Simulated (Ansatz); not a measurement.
## PtC (model structure, P-6m2, No. 187, 2 atoms in the cell): equilibrium lattice constant a by level of theory

No measured value is used here.

| level (code) | value (Å) |
|---|---|
| LDA (Ansatz) | 2.964 |
| PBE (Ansatz) | 3.019 |
| PBE-D3(BJ) (Ansatz) | (withheld) |
| r²SCAN (Ansatz) | 3.005 |
| r²SCAN+rVV10 (Ansatz) | 2.993 |

Problem. What belongs in the gaps?

Solution. 
- PBE-D3(BJ) (Ansatz, a first-principles code), value (Å): 2.988

Density-functional levels without +SOC have no spin–orbit coupling. Cutoffs differ between the levels. Ansatz's density-functional and Hartree–Fock values are scalar-relativistic unless marked +SOC, with PAW data made under PBE.

A model structure was made by putting elements into a prototype or built by hand; it is no filed structure, need not be a known phase, and can be a saddle point held by its symmetry.
